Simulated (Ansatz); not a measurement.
Start from TiAl (space group P4/mmm, No. 123; a = 2.813 Å, c = 4.058 Å). Axes: x, y, z lie along a, b, c of the conventional cell.

All numbers come from r2SCAN (Ansatz, an electronic-structure program, PAW, scalar-relativistic without spin-orbit coupling).

Strains are applied to the cell and any free atomic positions relax; under biaxial strain the out-of-plane vector relaxes too.

One change was made to it. Results:

```tsv
quantity	base	after
pressure (mean of the normal stresses, compression positive)	0.0 GPa	-1.1 GPa
shortest interatomic distance	2.813 Å	2.813 Å
```

Which of these changes matches the shifts?
A. uniaxial strain ε_xx = +0.94 %
B. biaxial strain −2.66 %, plane normal [001], relaxed out of plane
C. biaxial strain +2.58 %, plane normal [001], relaxed out of plane

A, uniaxial strain ε_xx = +0.94 %. For comparison, the pressure in the other runs: biaxial strain +2.58 %, plane normal [001], relaxed out of plane gives -2.9 GPa; biaxial strain −2.66 %, plane normal [001], relaxed out of plane gives 3.8 GPa.

Without a gap, meshes like the base's 16×16×12 leave anisotropic stresses uncertain by several tenths of a GPa, and small strain energies with them. Stability against distortions was not tested. The final runs are not spin-polarised.
